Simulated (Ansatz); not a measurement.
# Pb under a change: uniaxial strain ε_zz = −3.00 %

Take Pb in the fcc (Cu type) structure (space group Fm-3m, No. 225; a = 4.934 Å; relaxed with 0.1 eV smearing) as the base. Axes: x, y, z lie along the cube axes.

Perturbation: uniaxial strain ε_zz = −3.00 %, all other strain components held at zero; the atoms relax in the strained cell.

The values are results of PBEsol (Ansatz, a program for electronic structure; PAW; 420 eV plane waves; scalar-relativistic without spin-orbit coupling), not measurements. Settings: 23×23×23 k-points, 0.1 eV Fermi–Dirac smearing.

The volume per atom decreases by 0.90 Å³ to 29.13 Å³ and the shortest interatomic distance decreases by 0.052 Å (3.489 Å → 3.437 Å). The energy goes up by 5.1 meV/atom and the band gap is still zero. The stress (xx, yy, zz, yz, xz, xy; compression positive) amounts to (1.4, 1.4, 1.9, 0.0, 0.0, 0.0) GPa.

No phonon test of stability was made.
